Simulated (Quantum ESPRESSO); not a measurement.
Quantum ESPRESSO run on ScGa5Fe (P1, 7 atoms in the cell): self-consistent single point.

Method of the run: PBEsol, PseudoDojo standard norm-conserving (PBESOL) pseudopotentials (plane waves; Quantum ESPRESSO).

The change in words: atoms moved at random. Reference geometry:
```xyz
7
Lattice="4.1175 0.0000 0.0000 0.0000 4.1175 0.0000 0.0000 0.0000 6.6047" Properties=species:S:1:pos:R:3 pbc="T T T"
Sc     0.0000     0.0000     0.0000
Ga     0.0000     2.0587     2.0213
Ga     0.0000     2.0587     4.5834
Ga     2.0587     0.0000     2.0213
Ga     2.0587     0.0000     4.5834
Ga     2.0587     2.0587     0.0000
Fe     0.0000     0.0000     3.3024
```

Reference input (self-consistent single point, DFT, PBEsol, plane waves, PseudoDojo standard norm-conserving (PBESOL) pseudopotentials): ecutwfc = 90 Ry; occupations = smearing; smearing = gauss; degauss = 0.0147 Ry; potentials = {Sc: Sc.upf, Ga: Ga.upf, Fe: Fe.upf}; K_POINTS = automatic 5 5 3 0 0 0; conv_thr = 1e-11 Ry; mixing_beta = 0.4. This run's input differs from it in these lines:

```diff
@@ -25,9 +25,9 @@
 ATOMIC_POSITIONS {crystal}
-Sc    0.0000000000    0.0000000000    0.0000000000
-Ga    0.0000000000    0.5000000000    0.3060400000
-Ga    0.0000000000    0.5000000000    0.6939600000
-Ga    0.5000000000    0.0000000000    0.3060400000
-Ga    0.5000000000    0.0000000000    0.6939600000
-Ga    0.5000000000    0.5000000000    0.0000000000
-Fe    0.0000000000    0.0000000000    0.5000000000
+Sc    0.0001910000   -0.0035910000   -0.0037980000
+Ga   -0.0006520000    0.4941220000    0.3120130000
+Ga    0.0013630000    0.5023660000    0.6930080000
+Ga    0.4936270000   -0.0199430000    0.3117360000
+Ga    0.4971460000    0.0251300000    0.6892880000
+Ga    0.5033600000    0.4961500000   -0.0088470000
+Fe    0.0049660000    0.0057660000    0.5066000000
 K_POINTS {automatic}
```

The program printed (abridged):

```
     Self-consistent Calculation

     iteration #  1     ecut=    90.00 Ry     beta= 0.40

     total energy              =   -1109.14599686 Ry
     estimated scf accuracy    <       3.28957689 Ry

     iteration #  2     ecut=    90.00 Ry     beta= 0.40

     total energy              =   -1108.59612784 Ry
     estimated scf accuracy    <      48.68763534 Ry

     iteration #  3     ecut=    90.00 Ry     beta= 0.40

     total energy              =   -1110.69975065 Ry
     estimated scf accuracy    <       1.93128075 Ry

   [... 12 blocks of this kind left out ...]

     iteration # 16     ecut=    90.00 Ry     beta= 0.40

     total energy              =   -1110.81545710 Ry
     estimated scf accuracy    <          1.7E-11 Ry

     iteration # 17     ecut=    90.00 Ry     beta= 0.40
     End of self-consistent calculation

     the Fermi energy is    13.2275 ev

!    total energy              =   -1110.81545710 Ry
     estimated scf accuracy    <          6.6E-13 Ry
     smearing contrib. (-TS)   =      -0.00397839 Ry
     internal energy E=F+TS    =   -1110.81147871 Ry

     convergence has been achieved in  17 iterations

     Forces acting on atoms (cartesian axes, Ry/au):

     atom    1 type  1   force =    -0.00137909    0.00120363    0.00981235
     atom    2 type  2   force =    -0.00115350    0.00668151   -0.01859737
     atom    3 type  2   force =    -0.00086881    0.00783883    0.01465574
     atom    4 type  2   force =     0.01288162    0.00538807   -0.02102598
     atom    5 type  2   force =     0.01049915   -0.01015461    0.02070718
   [... lines left out ...]

     Total force =     0.054602     Total SCF correction =     0.000003

          total   stress  (Ry/bohr**3)                   (kbar)     P=      -10.18
  -0.00009514  -0.00000131  -0.00000080          -14.00       -0.19       -0.12
  -0.00000131  -0.00010249   0.00001509           -0.19      -15.08        2.22
  -0.00000080   0.00001509  -0.00001005           -0.12        2.22       -1.48

   JOB DONE.
```

The run converged in 17 iterations. Against the reference run the free energy goes up by 13.1 meV/atom, the pressure goes from -1.88 to -1.02 GPa and the largest force goes from 0.092 to 0.725 eV/Å.

The starting cell comes from a database of computed structures (which also holds hypothetical and non-ambient phases and stackings), without a prior relaxation at this level. Its lattice was rescaled by a random factor within 2.5 % of one. For this run, on top of that: atoms moved at random. Spin polarisation is off.

Cost on one core of a shared machine: roughly 6 min.
